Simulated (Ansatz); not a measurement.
CsCl-type TiCo, treated with LDA (PAW; Ansatz, an electronic-structure program).

Settings: plane-wave cutoff 520 eV, 16×16×16 k mesh, Fermi–Dirac smearing 0.1 eV, perturbation theory, force constants from a 4×4×4 q mesh, no spin polarisation, scalar-relativistic PAW data made under PBE.

### Question
Predict the TO(Γ) frequency and zero-point energy.

### Answer

TO(Γ) frequency: 228 cm⁻¹
zero-point energy: 0.033 eV/atom
